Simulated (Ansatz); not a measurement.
Input:

End structure of the (111)B surface of zinc-blende AlAs, As-terminated, NH2 on every top atom (bottom of the slab: 3 H on 4 bottom sites):

```
CELL_PARAMETERS angstrom
      8.10148     0.00000     0.00000
     -4.05074     7.01609     0.00000
      0.00000     0.00000    31.00000
ATOMIC_POSITIONS crystal
  Al 0.32883 0.17109 0.30932
  Al 0.84191 0.17112 0.30931
  Al 0.32901 0.65799 0.30930
  Al 0.83340 0.66679 0.33310
  As 0.16649 0.33339 0.33991
  As 0.66126 0.32291 0.33880
  As 0.17728 0.83866 0.33880
  As 0.66144 0.83869 0.33880
  Al 0.16667 0.33333 0.41880
  Al 0.66667 0.33333 0.41880
  Al 0.16667 0.83333 0.41880
  Al 0.66667 0.83333 0.41880
  As 0.00000 0.00000 0.44547
  As 0.50000 0.00000 0.44547
  As 0.00000 0.50000 0.44547
  As 0.50000 0.50000 0.44547
  Al 0.00154 0.00012 0.52490
  Al 0.50147 0.00018 0.52487
  Al 0.99887 0.50040 0.52493
  Al 0.49889 0.50061 0.52492
  As 0.33551 0.16700 0.55155
  As 0.83516 0.16671 0.55156
  As 0.33155 0.66712 0.55182
  As 0.83159 0.66681 0.55116
  Al 0.33605 0.16387 0.63067
  Al 0.83730 0.16277 0.63069
  Al 0.32598 0.66200 0.63106
  Al 0.82654 0.66256 0.62998
  As 0.16999 0.32904 0.65646
  As 0.67095 0.32969 0.65570
  As 0.15828 0.82968 0.65574
  As 0.65956 0.82865 0.65593
  H  0.33147 0.16849 0.25804
  H  0.83665 0.16853 0.25803
  H  0.33165 0.66314 0.25802
  N  0.17701 0.31214 0.71840
  H  0.29101 0.43890 0.72848
  H  0.05839 0.31149 0.73024
  N  0.68197 0.31864 0.71770
  H  0.79441 0.44770 0.72717
  H  0.56250 0.31573 0.72969
  N  0.13065 0.81629 0.71769
  H  0.24533 0.81146 0.73024
  H  0.14794 0.94567 0.72715
  N  0.63940 0.81180 0.71791
  H  0.75911 0.81323 0.72927
  H  0.65089 0.93772 0.72820
```

Model: 47-atom slab, 14.8 Å thick at the start with caps and adatoms, 3x3x1 mesh, Fermi-Dirac 0.025 eV, dipole correction, 8 atoms held, the rest relaxed; no symmetry held; spin-polarised, no spin-orbit, no U. The slab shows no gap on its mesh. The starting moment vanished. It is one candidate, not shown to be the stable structure of the face.

Q: What is the computed work function of the top face (PBE (Ansatz, an electronic-structure program))?

A: 2.59 eV
